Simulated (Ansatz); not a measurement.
# A computed series for hypothetical P6_3/mmc PbI2: thickness series

The reference is PbI$_{2}$ in the 2H-MoS2 type structure (space group P6_3/mmc, No. 194; a hypothetical phase, not in the database extracts checked).

```
PbI2
1.0
    4.39665     0.00000     0.00000
   -2.19832     3.80761     0.00000
    0.00000     0.00000    14.84673
Pb I
2 4
Cartesian
  0.00000   2.53841  11.13505
  2.19832   1.26920   3.71168
  0.00000   2.53841   1.66443
  2.19832   1.26920   9.08780
  2.19832   1.26920  13.18230
  0.00000   2.53841   5.75894
```

Free-standing slabs (3 atom(s) a layer) normal to the stacking axis with 15 Å of vacuum; in-plane cell relaxed.

Levels (all Ansatz, a quantum-chemistry and plane-wave program, PAW): PBE-D3(BJ) (420 eV, no spin-orbit coupling); PBEsol-D3(BJ) (420 eV, no spin-orbit coupling).

The base cell above is that of PBE-D3(BJ); each level relaxes its own structures.

| case | in-plane lattice parameter a, PBE-D3(BJ) | in-plane lattice parameter a, PBEsol-D3(BJ) |
|---|---|---|
| 1 layer | 4.399 Å | 4.290 Å |
| 2 layers | 4.399 Å | 4.280 Å |
| 3 layers | 4.399 Å | ? |
| 4 layers | 4.399 Å | ? |

### Question
What belongs in the blanks?

### Answer

- 3 layers, in-plane lattice parameter a, PBEsol-D3(BJ): 4.277 Å
- 4 layers, in-plane lattice parameter a, PBEsol-D3(BJ): 4.276 Å

PBE-D3(BJ) lies above PBEsol-D3(BJ) in every row, by 0.109 Å to 0.123 Å. Near ties aside, they put the cases in the same order.

Whether these cells are dynamically stable was not tested.
